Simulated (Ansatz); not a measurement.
The parent structure is GaAs in the zinc blende structure (space group F-43m, No. 216; a = 5.603 Å). Axes: x, y, z lie along the cube axes.

The values are results of LDA, PAW, 420 eV (Ansatz, a first-principles code; without spin-orbit coupling), not measurements.

For the base:

```
Quantity    Result
--------  --------
Band gap   0.49 eV
Pressure  0.01 GPa
```

Perturbation: tensile biaxial strain of 1.50 % in the plane normal to [001], as in epitaxy on a mismatched substrate; the out-of-plane cell vector and the atoms relax.

Task: What happens to the band gap and pressure?

Result: The band gap drops by 0.23 eV to 0.26 eV; the pressure (mean of the normal stresses, compression positive) shrinks by 1.16 GPa (0.01 GPa → -1.15 GPa).

Stability against distortions was not tested. A zero or small gap of GaAs under biaxial strain +1.50 %, plane normal [001], relaxed out of plane can be the functional's error rather than a property of the material.
